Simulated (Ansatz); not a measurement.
The parent structure is Cs2O2 (space group Immm, No. 71; a = 4.3143 Å, b = 6.4594 Å, c = 7.5460 Å; a cell from a computed database, its experimental status unchecked; with O–O pairs, as in a peroxide).

All numbers come from r2SCAN (Ansatz, an electronic-structure program), without spin-orbit coupling, earlier PAW set.

Base values:

The density comes out as 4.70 g/cm³ and the hole mass is 2.7 mₑ along a, 1.6 mₑ along b, 1.3 mₑ along c (at Γ).

Perturbation: cell and atoms relaxed at a pressure of 0.7 GPa.

Problem. How does this affect the density and hole mass?

Solution. The density rises by 0.125 g/cm³ (4.70 g/cm³ → 4.83 g/cm³); the hole mass goes from 2.7 mₑ along a, 1.6 mₑ along b, 1.3 mₑ along c (at Γ) to 2.7 mₑ along a, 1.5 mₑ along b, 1.2 mₑ along c (at Γ).

The levels and masses belong to the bands next to the band gap. Load acts through the strain it causes; cell and atoms are relaxed under it. Masses are band curvatures over ±0.01 Å⁻¹ around the edge. No phonon test of stability was made.
